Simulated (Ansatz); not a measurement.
# Mg, response to strain

Consider Mg in the hcp (Mg type) structure (space group P6_3/mmc, No. 194; relaxed with 0.1 eV smearing).

```xyz
2
Lattice="3.1952 0.0000 0.0000 -1.5976 2.7671 0.0000 0.0000 0.0000 5.1966" Properties=species:S:1:pos:R:3 pbc="T T T"
Mg     1.5976     0.9224     3.8974
Mg     0.0000     1.8448     1.2991
```

Cartesian axes are those of the cell as printed.

Strains are applied to the cell and any free atomic positions relax; under biaxial strain the out-of-plane vector relaxes too.

All numbers come from plane-wave PAW DFT at the PBE level (Ansatz, an electronic-structure program, 420 eV), without spin-orbit coupling.

Notes on the quantities. pressure: mean of the normal stresses, compression positive.

```csv
case,shortest interatomic distance,pressure,out-of-plane strain
base,3.187 Å,0.0 GPa,–
"biaxial strain −2.00 %, plane normal [001], relaxed out of plane",3.131 Å,1.2 GPa,+1.11 %
"biaxial strain −1.50 %, plane normal [001], relaxed out of plane",3.147 Å,0.9 GPa,+0.84 %
"biaxial strain −1.00 %, plane normal [001], relaxed out of plane",3.163 Å,0.6 GPa,+0.57 %
"biaxial strain −0.50 %, plane normal [001], relaxed out of plane",3.179 Å,0.3 GPa,+0.29 %
"biaxial strain +0.50 %, plane normal [001], relaxed out of plane",3.185 Å,-0.2 GPa,…
"biaxial strain +1.00 %, plane normal [001], relaxed out of plane",…,-0.5 GPa,-0.63 %
"biaxial strain +1.50 %, plane normal [001], relaxed out of plane",3.183 Å,-0.7 GPa,…
"biaxial strain +2.00 %, plane normal [001], relaxed out of plane",3.181 Å,-0.9 GPa,-1.29 %
"biaxial strain +3.00 %, plane normal [001], relaxed out of plane",3.178 Å,-1.2 GPa,…
```

Task: Complete the table.

Result: 
- biaxial strain +0.50 %, plane normal [001], relaxed out of plane, out-of-plane strain: -0.31 %
- biaxial strain +1.00 %, plane normal [001], relaxed out of plane, shortest interatomic distance: 3.184 Å
- biaxial strain +1.50 %, plane normal [001], relaxed out of plane, out-of-plane strain: -0.95 %
- biaxial strain +3.00 %, plane normal [001], relaxed out of plane, out-of-plane strain: -1.94 %

No phonon test of stability was made.
